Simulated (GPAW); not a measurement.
# A self-consistent single point of LiCl (Fm-3m, 2 atoms in the cell) with GPAW

Method of the run: PBE, GPAW PAW datasets PBE (gpaw-data 1.0.1) (plane waves; GPAW).

Input as run:

```python
from ase import Atoms
from ase.units import GPa
from gpaw import GPAW, PW, FermiDirac

atoms = Atoms(['Li', 'Cl'],
              cell=[[0.000000, 2.570000, 2.570000],
                    [2.570000, 0.000000, 2.570000],
                    [2.570000, 2.570000, 0.000000]],
              positions=[[0.000000, 0.000000, 0.000000],
                         [2.570000, 2.570000, 2.570000]],
              pbc=True)

calc = GPAW(mode=PW(500),
            xc='PBE',
            kpts={'size': (8, 8, 8), 'gamma': True},
            occupations=FermiDirac(0.01),
            nbands=-4,
            convergence={'density': 1e-05, 'energy': 1e-05, 'bands': -2},
            symmetry={'symmorphic': False, 'tolerance': 0.0005},
            maxiter=150)

atoms.calc = calc

energy = atoms.get_potential_energy()
print('Energy (eV):', round(energy, 6))
forces = atoms.get_forces()
print('Forces (eV/Ang):')
print(forces.round(5))
stress = atoms.get_stress()
print('Stress (GPa, Voigt):', (stress / GPa).round(4))
```

Log, with long lists cut:

```
Input parameters:
  convergence: {bands: -2,
                density: 1e-05,
                energy: 1e-05}
  kpts: {gamma: True,
         size: (8, 8, 8)}
  maxiter: 150
  mode: {ecut: 500.0,
         name: pw}
  nbands: -4
  occupations: {fixmagmom: False,
                name: fermi-dirac,
                width: 0.01}
  symmetry: {symmorphic: False,
             tolerance: 0.0005}
  xc: PBE

species:
  Li:
    name: Lithium
    Z: 3.0
    valence: 1
    core: 2
    charge: 0.0
    file: Li.PBE.gz

    # Using partial waves for Li as LCAO basis

  Cl:
    name: Chlorine
    Z: 17.0
    valence: 7
    core: 10
    charge: 0.0
    file: Cl.PBE.gz

    # Using partial waves for Cl as LCAO basis

Reference energy: -12757.737216  # eV

Spin-paired calculation

Convergence criteria:
 Maximum [total energy] change in last 3 cyles: 1e-05 eV / valence electron
 Maximum integral of absolute [dens]ity change: 1e-05 electrons / valence electron
 Maximum integral of absolute [eigenst]ate change: 4e-08 eV^2 / valence electron
 Maximum number of scf [iter]ations: 150

Symmetries present (total): 48
Symmetries with fractional translations: 0
512 k-points: 8 x 8 x 8 Monkhorst-Pack grid + [1/16,1/16,1/16]
29 k-points in the irreducible part of the Brillouin zone
       k-points in crystal coordinates                weights
   0:     0.00000000    0.00000000    0.00000000          1/512
   1:     0.12500000    0.12500000    0.00000000          6/512
   2:     0.12500000    0.12500000    0.12500000          8/512
   [... 7 lines left out ...]
          ...
  28:     0.50000000    0.50000000    0.50000000          4/512

Wave functions: Plane wave expansion
  Cutoff energy: 500.000 eV
  Number of coefficients (min, max): 846, 887
  Pulay-stress correction: 0.000000 eV/Ang^3 (de/decut=0.000000)

Occupation numbers: Fermi-Dirac:
  width: 0.0100  # eV

Eigensolver

Densities:
  Coarse grid: 20*20*20 grid
  Fine grid: 40*40*40 grid
  Total Charge: 0.000000

Density mixing:
  Method: separate
  Backend: pulay
  Linear mixing parameter: 0.05
  old densities: 5
  Damping of long wavelength oscillations: 50

Hamiltonian:
  XC and Coulomb potentials evaluated on a 40*40*40 grid
  External potential:
    NoExternalPotential

XC parameters: PBE with 2 nearest neighbor stencil

Number of atoms: 2
Number of atomic orbitals: 8
Number of bands in calculation: 8
Number of valence electrons: 8
Bands to converge: 6

Density initialized from atomic densities
  8 bands from LCAO basis set

Atomic positions and initial magnetic moments

Positions:
   0 Li     0.000000    0.000000    0.000000    ( 0.0000,  0.0000,  0.0000)
   1 Cl     2.570000    2.570000    2.570000    ( 0.0000,  0.0000,  0.0000)

Unit cell:
           periodic     x           y           z      points  spacing
  1. axis:    yes    0.000000    2.570000    2.570000    20     0.1484
  2. axis:    yes    2.570000    0.000000    2.570000    20     0.1484
  3. axis:    yes    2.570000    2.570000    0.000000    20     0.1484

  Lengths:   3.634529   3.634529   3.634529
  Angles:   60.000000  60.000000  60.000000

Effective grid spacing dv^(1/3) = 0.1619

     iter     time        total  log10-change:
                         energy   eigst   dens
iter:   1 --:--:--    -7.329916   +0.90
iter:   2 --:--:--    -7.330488   -0.01  -1.28
iter:   3 --:--:--    -7.331035   -0.98  -1.30
iter:   4 --:--:--    -7.338060   -1.80  -1.60
iter:   5 --:--:--    -7.339878   -2.16  -1.81
iter:   6 --:--:--    -7.339800   -2.85  -2.73
iter:   7 --:--:--    -7.339873c  -3.35  -3.10
iter:   8 --:--:--    -7.339787   -3.80  -2.80
iter:   9 --:--:--    -7.339784   -4.32  -3.70
iter:  10 --:--:--    -7.339784c  -4.66  -4.28
iter:  11 --:--:--    -7.339784c  -5.40  -4.53
iter:  12 --:--:--    -7.339784c  -5.90  -4.43
iter:  13 --:--:--    -7.339784c  -6.06  -4.17
iter:  14 --:--:--    -7.339784c  -6.51  -5.35c
iter:  15 --:--:--    -7.339784c  -7.00  -5.66c
iter:  16 --:--:--    -7.339784c  -7.53c -5.76c

Converged after 16 iterations.

Dipole moment: (0.000000, 0.000000, 0.000000) |e|*Ang

Energy contributions relative to reference atoms: (reference = -12757.737216)

Kinetic:         +7.668157
Potential:       -8.010671
External:        +0.000000
XC:              -7.006935
Entropy (-ST):   -0.000000
Local:           +0.009666
SIC:             +0.000000
--------------------------
Free energy:     -7.339784
Extrapolated:    -7.339784

Showing only first 2 kpts
 Kpt  Band  Eigenvalues  Occupancy
  0     2      0.70072    2.00000
  0     3      0.70072    2.00000
  0     4      6.98904    0.00000
  0     5     15.22476    0.00000

  1     2      0.52101    2.00000
  1     3      0.52101    2.00000
  1     4      7.69520    0.00000
  1     5     12.10719    0.00000

Fermi level: 3.48164

Gap: 6.288 eV
Transition (v -> c):
  (s=0, k=0, n=3, [0.00, 0.00, 0.00]) -> (s=0, k=0, n=4, [0.00, 0.00, 0.00])
No difference between direct/indirect transitions
Energy (eV): -7.339784

Forces in eV/Ang:
  0 Li    0.00000    0.00000    0.00000
  1 Cl    0.00000   -0.00000   -0.00000

Stress tensor:
    -0.000504     0.000000    -0.000000
     0.000000    -0.000504     0.000000
    -0.000000     0.000000    -0.000504
Stress (GPa, Voigt): [-0.0808 -0.0808 -0.0808  0.     -0.      0.    ]
```

The run converged in 16 iterations. GPAW prints stress with tension positive.

At such cutoffs GPAW's stress carries a finite-basis (Pulay) error, which enters relaxed cells too; its log prints stress with tension positive.

The starting cell has typed, rounded lattice constants, without a prior relaxation at this level.
